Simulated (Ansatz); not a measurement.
```yaml
crystal:
  lattice:
    - [4.18067, 0.00000, 0.00000]
    - [0.00000, 4.18067, 0.00000]
    - [0.00000, 0.00000, 4.18067]
  atoms:
    - { symbol: Ba, position: [0.00000, 0.00000, 0.00000] }
    - { symbol: Zr, position: [0.50000, 0.50000, 0.50000] }
    - { symbol: O, position: [0.00000, 0.50000, 0.50000] }
    - { symbol: O, position: [0.50000, 0.50000, 0.00000] }
    - { symbol: O, position: [0.50000, 0.00000, 0.50000] }
```

The cell is fixed at its relaxed static size. Melting and transitions to other phases are not modelled.

### Question
Estimate each atom's mean-square displacement (sum over three axes) at 1000 K from path-integral sampling on the energy surface fitted in the stochastic self-consistent harmonic approximation in a 2×2×2 supercell, PBEsol density-functional theory in Ansatz (plane waves, PAW).

### Answer
Ba1 0.051 Å², Zr2 0.024 Å², O3 0.086 Å², O4 0.086 Å², O5 0.086 Å². Waves longer than the supercell are missing, so the values are low for an infinite crystal. Over all wave vectors of the supercell the softest harmonic mode is 72i cm⁻¹ at q = (0.50, 0.50, 0.50); the softest of the Hessian is 57 cm⁻¹ at q = (0.50, 0.50, 0.50) at 300 K (error 1; the run's verdict: stable), 86 cm⁻¹ at q = (0.00, 0.50, 0.50) at 1000 K (error under 1; the run's verdict: stable). A stable verdict is local, and a supercell this small can stiffen soft modes, so the symmetric phase can look stable where the real crystal is distorted.

Ansatz is an electronic-structure program.
